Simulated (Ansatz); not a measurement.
CsCl-type PdIn, relaxed in Ansatz (plane waves) with several semilocal functionals. Each gives its own volume and its own elastic constant C11:

```csv
level,V0 (Å³/atom),elastic constant C11 (GPa),ln V0,ln C11
LDA,16.605,171.6,2.8097,5.1452
r²SCAN,17.438,153.6,2.8587,5.0344
PBE,18.051,128.4,2.8932,4.8552
```

Fit a straight line to ln C11 against ln V0. What does it predict for PBEsol, whose volume is 17.118 Å³/atom?

With x = ln V0 and y = ln C11: means 2.85387 and 5.01160; Σ(Δx Δy) = -0.01194, Σ(Δx²) = 0.003521, so the slope is -3.39. At x = 2.8401 the line gives y = 5.01160 + (-3.39) × (2.8401 − 2.85387) = 5.0583, or 157.3 GPa. The run with PBEsol gives 156.6 GPa, -0.4 % from the line. The rows used scatter about it by up to 4.0 %, while the largest value lies 34 % above the smallest.

The crystal itself was run without spin with r²SCAN; a magnetic state was not tried in these runs.

Ansatz's density-functional and Hartree–Fock values are scalar-relativistic unless marked +SOC, with PAW data made under PBE.

Ansatz is a first-principles code.
